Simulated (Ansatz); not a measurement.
Start from SnS₂ in the CdI2 type structure (space group P-3m1, No. 164; a = 3.669 Å, c = 5.808 Å; layered, stacked along the Cartesian z axis).

Level of theory: PBE-D3(BJ) (Ansatz, a first-principles code), without spin-orbit coupling, earlier PAW set.

Before the change:

| Property | Result |
|---|---|
| Pressure | 0.00 GPa |
| Band gap | 1.27 eV |
| Width of the top valence band | 1.57 eV |

Modification: the cell is scaled by 0.9933 in all directions; the atoms relax in the strained cell.

**Question.** What does the calculation give for the largest internal atomic displacement, energy relative to the base, pressure, band gap and width of the top valence band after the change?

**Answer.** The largest internal atomic displacement amounts to 0.016 Å; the energy grows by 1.3 meV/atom; the pressure (mean of the normal stresses, compression positive) goes from zero to 0.95 GPa; the band gap hardly moves (1.27 eV against 1.26 eV); the width of the top valence band goes up by 0.10 eV (1.57 eV → 1.67 eV).

Gaps are Kohn–Sham eigenvalue differences; semilocal functionals usually give less than the measured gap. Stability against distortions was not tested.
